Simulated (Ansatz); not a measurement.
A thermal frame of Be(001) slab, cut from hcp Be, cell Be96, with vacuum along z, from MD with PBE at 1170 K. Calculation: PBE (plane waves, PAW; Ansatz, a first-principles code).

plane-wave cutoff: 420 eV
k-points: 2x2x1 mesh shifted by half a step in the plane
Fermi-Dirac width: 0.101 eV
spin: not polarised; no spin-orbit coupling

A check of the k-sampling: on the last frame of the same run a denser mesh moved the PBE forces by 0.039 eV/Å rms and the free energy by -1 meV/atom.

```xyz
96
Lattice="9.1948 0.0000 0.0000 -4.5974 7.9629 0.0000 0.0000 0.0000 21.0685" Properties=species:S:1:pos:R:3:forces:R:3 pbc="T T T"
Be   -0.0404    1.6888    6.1426  -0.399  -0.777   0.377
Be    1.1206    1.1540    8.2927  -0.122  -0.854  -1.462
Be   -0.2236    1.4494    9.9093   0.271   0.873  -0.011
Be    0.8185    0.7101   11.6541   1.155   0.374   0.859
Be   -0.2134    1.6853   13.6231   0.412  -0.869  -0.222
Be    1.0873    0.6766   15.9695  -0.227   0.946  -0.801
Be   -1.2175    3.6786    6.2389   0.144  -0.906   0.370
Be   -0.0703    2.8564    8.1146  -0.214   0.390  -0.064
Be   -1.0979    3.5519   10.1059  -1.871   0.077  -0.621
Be   -0.0104    3.0738   11.8286  -0.634  -1.676   0.197
Be   -1.1222    3.4485   14.0316  -1.300   0.545  -1.415
Be    0.0138    2.8111   15.5041  -0.265  -0.961   0.994
Be   -2.2072    5.5217    6.2548  -0.223   0.367  -0.370
Be   -0.9836    4.8903    8.2678  -0.825  -1.753  -1.762
Be   -2.2492    5.4330    9.6727  -0.449   1.269   1.435
Be   -1.1954    4.9292   11.8563  -0.192  -0.770  -0.111
Be   -2.0847    5.2957   13.7957  -2.357   0.929  -0.196
Be   -1.2526    4.7632   15.6961  -0.120   0.497   0.122
Be   -3.6125    7.5925    6.2164   1.127   0.232  -0.502
Be   -2.4759    6.8284    7.8971   0.663   0.692   0.602
Be   -3.2480    7.5116    9.7238  -1.674   0.409   0.916
Be   -2.5326    6.6777   11.9822  -0.122   0.562  -0.491
Be   -3.5689    7.5232   13.9443  -0.475  -0.321  -1.049
Be   -2.3073    6.7744   15.5273  -0.012   0.024   0.289
Be    2.3195    1.8190    6.3005  -0.608  -1.219  -0.332
Be    3.3024    1.0398    8.1139   0.101  -0.826   0.276
Be    2.1832    1.6202    9.9762   0.367  -0.063   0.307
Be    3.1897    0.9586   11.7700   0.098  -0.440   0.053
Be    2.0990    1.5046   13.6297   0.106   0.534   0.289
Be    3.4124    0.9341   15.4906  -0.784  -0.215   0.260
Be    0.9721    3.5151    6.0452   0.835   0.677   0.596
Be    2.2560    3.0051    8.0204  -0.099   0.273   0.803
Be    0.8437    3.3968    9.9517   1.924   0.388  -0.535
Be    2.2516    2.8176   11.8130  -0.607   0.597  -0.379
Be    1.0052    3.5967   13.6537   0.399  -0.357   0.085
Be    2.0996    2.8460   15.6883   0.368  -0.270  -0.173
Be   -0.0391    5.4768    6.1617   0.155   0.537   0.498
Be    1.1782    4.9123    8.2451   0.193   0.383  -0.563
Be   -0.1832    5.5567    9.9466   0.932  -0.189   0.838
Be    1.1993    4.7061   11.6583  -0.225   0.805   0.666
Be   -0.0644    5.5914   13.7502   0.217  -0.519  -0.123
Be    0.9348    4.5977   15.7084   0.170   1.516  -0.517
Be   -1.1261    7.5025    6.1708  -0.453   0.009   0.519
Be   -0.2488    6.7532    8.2625   0.425   0.870  -1.112
Be   -1.3555    7.4573   10.1761   1.637   0.223  -0.557
Be    0.0445    6.5988   11.7709  -0.194   1.282   0.007
Be   -1.3895    7.5890   13.6601   0.613  -0.430   0.087
Be   -0.0276    6.9097   15.5327  -0.539  -0.108   0.010
Be    4.4404    1.3917    6.2278   0.986   1.127   0.091
Be    5.6625    0.9658    8.1695  -0.286  -0.265  -0.403
Be    4.5576    1.6660    9.8862  -1.075  -0.218   0.373
Be    5.3486    0.8602   11.6380   0.485  -0.047   0.970
Be    4.3949    1.5040   13.5746  -0.219   0.542   0.317
Be    5.6925    0.9004   15.6770  -1.189  -0.059  -0.086
Be    3.3613    3.7367    6.1558   0.285  -0.641   0.377
Be    4.4127    2.9349    8.2884   0.964  -0.035  -1.769
Be    3.6123    3.7686    9.8967  -1.711   0.000   0.925
Be    4.5417    2.9514   11.7736   0.047  -0.483   0.062
Be    3.2856    3.7156   13.4331  -0.194  -0.733   1.284
Be    4.1583    3.1290   15.5215   1.256  -1.082  -0.174
Be    2.4726    5.7041    6.3131  -0.878  -0.673   0.027
Be    3.5913    5.0004    8.1097  -0.921  -0.411  -0.333
Be    2.0732    5.8628   10.1144   0.730  -1.222   0.118
Be    3.3718    4.9535   11.8014  -0.975  -0.100  -0.171
Be    2.2292    5.7162   14.0026  -0.720  -0.621  -1.142
Be    3.1062    4.8717   15.7805   0.555   0.552  -0.258
Be    1.1171    7.4594    6.4267   0.067   0.128  -0.353
Be    2.4851    6.9092    8.1826  -1.183  -0.316  -0.007
Be    0.8829    7.5112    9.7856   0.631   0.794   1.018
Be    2.0413    7.2401   11.9884   1.808  -1.558  -1.703
Be    0.9232    7.4753   13.5236  -0.216   1.009   1.562
Be    2.0875    7.0709   15.5477   0.492  -0.285   0.496
Be    6.8646    1.5582    6.2633  -0.379   0.005   0.276
Be    7.8955    0.8613    8.0963   0.429   0.477   0.076
Be    6.6048    1.8109   10.2315   0.528  -1.490  -1.941
Be    7.9291    1.0376   11.7334  -0.170  -0.443   0.745
Be    6.6322    1.5620   13.8783   1.060  -0.673  -0.976
Be    7.7990    1.0514   16.1185   0.473  -0.422  -1.203
Be    5.6868    3.4746    6.3837  -0.132   0.009  -0.512
Be    6.8488    2.7187    8.1819   0.175   1.329  -0.055
Be    5.6802    3.8546    9.8469   0.764  -2.504  -0.139
Be    6.8555    2.8547   11.8149  -0.190   1.718   1.553
Be    5.6384    3.3538   13.8265  -0.542   1.344  -0.965
Be    6.4466    2.8624   15.6505   1.116   0.429   0.391
Be    4.7446    5.4683    5.8402  -0.653   0.477   0.977
Be    5.7432    5.0026    7.8861   0.091  -0.842   0.197
Be    4.8696    5.6138    9.6525  -1.525   1.519   0.398
Be    5.3544    4.9167   11.4985   1.695  -0.236   1.577
Be    4.4002    5.4894   13.8335   0.224   0.507  -0.985
Be    5.4647    4.9964   15.5617   0.748  -0.734   0.226
Be    3.4420    7.5450    6.1781  -0.223   0.628  -0.003
Be    4.5689    7.1210    7.9423   0.007  -0.961   1.238
Be    3.3477    7.5491   10.0361   0.124   0.511  -0.217
Be    4.3626    6.7066   11.7875   0.282   1.255   0.255
Be    3.3285    7.6316   13.7463  -0.033   0.212  -0.330
Be    4.3007    6.9243   15.5896   0.074  -0.275   0.113
```

```yaml
free energy on this k-sampling (the code's own zero, frozen cores included): -8873.7 eV
rms_force_component: 0.778 eV/Å
largest_force: 2.93 eV/Å on atom 70
```
